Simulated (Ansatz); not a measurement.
A computed series for Ti: response to strain

Base system: Ti in the hcp (Mg type) structure (space group P6_3/mmc, No. 194; a = 2.902 Å, c = 4.593 Å; relaxed with 0.1 eV smearing). Axes: x lies along a and z along c of the hexagonal cell.

Strains are applied to the cell and any free atomic positions relax.

Method: Kohn–Sham DFT with the PBEsol functional, run in Ansatz (a first-principles code) with PAW and 420 eV plane waves, without spin-orbit coupling.

Notes on the quantities. pressure: mean of the normal stresses, compression positive; energy relative to the base: free energy F.

```json
[
 {"change": "base", "pressure": "0.0 GPa", "energy relative to the base": "0 meV/atom", "shortest interatomic distance": "2.843 Å", "largest internal atomic displacement": "–"},
 {"change": "uniaxial strain ε_xx = −2.50 %", "pressure": "3.1 GPa", "energy relative to the base": "+5.8 meV/atom", "shortest interatomic distance": "2.807 Å", "largest internal atomic displacement": "0.031 Å"},
 {"change": "uniaxial strain ε_xx = −2.00 %", "pressure": "2.4 GPa", "energy relative to the base": "+3.6 meV/atom", "shortest interatomic distance": "2.814 Å", "largest internal atomic displacement": "0.024 Å"},
 {"change": "uniaxial strain ε_xx = −1.50 %", "pressure": "1.8 GPa", "energy relative to the base": "+2.0 meV/atom", "shortest interatomic distance": "2.822 Å", "largest internal atomic displacement": "0.018 Å"},
 {"change": "uniaxial strain ε_xx = −1.00 %", "pressure": "1.2 GPa", "energy relative to the base": "+0.9 meV/atom", "shortest interatomic distance": "2.829 Å", "largest internal atomic displacement": "0.012 Å"},
 {"change": "uniaxial strain ε_xx = −0.50 %", "pressure": "0.6 GPa", "energy relative to the base": "+0.2 meV/atom", "shortest interatomic distance": "2.837 Å", "largest internal atomic displacement": "–"},
 {"change": "uniaxial strain ε_xx = +0.50 %", "pressure": "-0.6 GPa", "energy relative to the base": "+0.2 meV/atom", "shortest interatomic distance": "2.844 Å", "largest internal atomic displacement": "–"},
 {"change": "uniaxial strain ε_xx = +2.00 %", "pressure": "-2.3 GPa", "energy relative to the base": "+3.4 meV/atom", "shortest interatomic distance": "2.845 Å", "largest internal atomic displacement": "0.022 Å"},
 {"change": "uniaxial strain ε_xx = +2.50 %", "pressure": "-2.8 GPa", "energy relative to the base": "+5.2 meV/atom", "shortest interatomic distance": "2.846 Å", "largest internal atomic displacement": "0.027 Å"},
 {"change": "uniaxial strain ε_xx = +3.00 %", "pressure": "-3.3 GPa", "energy relative to the base": "+7.4 meV/atom", "shortest interatomic distance": "2.848 Å", "largest internal atomic displacement": "0.030 Å"}
]
```

Stability against distortions was not tested. The final runs are not spin-polarised.
